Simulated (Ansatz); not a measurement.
The starting structures come from a database of crystals and need not be the phases stable at ambient conditions.

Given:

```
CELL_PARAMETERS angstrom
      6.32716     0.00000     0.00000
      0.00000     6.39233     0.00000
      0.00000    -2.54737     5.91552
ATOMIC_POSITIONS crystal
  Te 0.62484 0.15599 0.36668
  Te 0.37516 0.84401 0.63332
  Te 0.12484 0.84401 0.13332
  Te 0.87516 0.15599 0.86668
  As 0.35642 0.35389 0.16972
  As 0.64358 0.64611 0.83028
  As 0.85642 0.64611 0.33028
  As 0.14358 0.35389 0.66972
  Ru 0.00895 0.28495 0.29483
  Ru 0.99105 0.71505 0.70517
  Ru 0.50895 0.71505 0.20517
  Ru 0.49105 0.28495 0.79483
```

Space group of this cell: P2_1/c. The cell is taken as given.

Transport runs along the normal of the first two printed cell vectors.

The gap is the functional's own, uncorrected, and κ follows it; spin-orbit coupling is left out. Mid-gap values are interpolated between the computed energies.

Q: Predict the band gap and the smallest decay constant κ at mid-gap from r2SCAN (Ansatz, a first-principles code).

A: Gap 1.08 eV on a 6×6×6 mesh; κ = 0.173 1/Å, at (0.000, 0.333) of the in-plane reciprocal vectors. At the zone centre, at the nearest computed energy, the slowest state has κ = 0.21 1/Å.
